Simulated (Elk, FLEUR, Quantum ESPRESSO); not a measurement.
## EuCuSb (P6_3/mmc, 6 atoms in the cell) computed with different codes at matched settings

Self-consistent single point.

```yaml
crystal:
  lattice:
    - [4.47384, 0.00000, 0.00000]
    - [-2.23692, 3.87446, 0.00000]
    - [0.00000, 0.00000, 8.57021]
  atoms:
    - { symbol: Eu, position: [0.00000, 0.00000, 0.00000], spin: 7.0 }
    - { symbol: Eu, position: [0.00000, 0.00000, 0.50000], spin: 7.0 }
    - { symbol: Cu, position: [0.33333, 0.66667, 0.75000] }
    - { symbol: Cu, position: [0.66667, 0.33333, 0.25000] }
    - { symbol: Sb, position: [0.33333, 0.66667, 0.25000] }
    - { symbol: Sb, position: [0.66667, 0.33333, 0.75000] }
```
(The spins are starting values, not results.)

All programs got the same cell, k-point mesh and kind of occupations, and the same starting moments (in Quantum ESPRESSO's words: occupations = smearing; smearing = fd; degauss = 0.0073499 Ry; nspin = 2; K_POINTS = automatic 4 4 2 0 0 0); potentials, basis and cutoffs are each program's usual ones.

| code | model | size of the net moment (μB/atom) | cutoff |
|---|---|---|---|
| Quantum ESPRESSO | PBEsol, SSSP 1.1.2 efficiency (PBE) pseudopotentials | 2.34 | 50 Ry |
| Elk | PBEsol, all-electron FP-LAPW, Elk's shipped species files, APW+lo basis with extra local orbitals | 2.35 | rgkmax 7.5 |
| FLEUR | PBEsol, all-electron FLAPW (FLEUR), scalar-relativistic valence | 2.34 | Kmax 3.8 1/bohr |

The spread over the programs that give each value: size of the net moment within 0.01 μB/atom.

The starting cell comes from a database of computed structures (which also holds hypothetical and non-ambient phases and stackings), without a prior relaxation at this level. On Quantum ESPRESSO's run: Spin-orbit coupling is off. The magnetic order is the one reached from the typed start; others were not searched systematically. With U or open f shells several self-consistent states can exist. The f electrons are in the valence without U or exact exchange, which can misplace them near the Fermi level. Spin-orbit terms, which matter for f shells, are left out. In the base run, with a pressure of about -4 GPa the cell is away from its equilibrium volume at this level. Without a gap this mesh is coarse (it stands for a supercell whose shortest vector is 17 Å).

Task: Why do the programs differ, and what cannot be compared?

Result: Differences of this kind can come from the potentials, where these differ, and from what each basis and cutoff leave unconverged. The valence holds different numbers of electrons (Quantum ESPRESSO 102, FLEUR 86). The zero of total energies and Fermi levels follows the potentials and each program's conventions, so they are not compared here. Elk and FLEUR treat all electrons, but the usual bases taken here (sphere radii, linearisation, local orbitals, empty states) were not tested for convergence, so the values are no reference for the others. Site moments depend on each program's spheres or projections; the total moment of the cell does not.

The shared mesh is coarse (it stands for a supercell whose shortest vector is 17 Å), so the values are not converged in it.

Left out of this page: Ansatz (with a known weakness of the program).
